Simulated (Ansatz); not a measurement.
Base system: Na in the bcc (W type) structure (space group Im-3m, No. 229; a = 4.1735 Å; relaxed with 0.1 eV smearing). Axes: x, y, z lie along the cube axes.

Level of theory: Ansatz (a quantum-chemistry and plane-wave program) PBEsol, without spin-orbit coupling.

Base values:

* **Shortest interatomic distance**: 3.614 Å

The change: the cell is stretched by 1.00 % along z with no lateral relaxation, atoms relaxed at fixed cell.

Q: How does this affect the stress?

A: The stress (xx, yy, zz, yz, xz, xy; compression positive) is (-0.1, -0.1, -0.1, 0.0, 0.0, 0.0) GPa.

Q: Estimate the effect on the shortest interatomic distance.

A: The shortest interatomic distance increases by 0.012 Å (3.614 Å → 3.626 Å).

The cells carry an imposed strain or load. Stability against distortions was not tested.
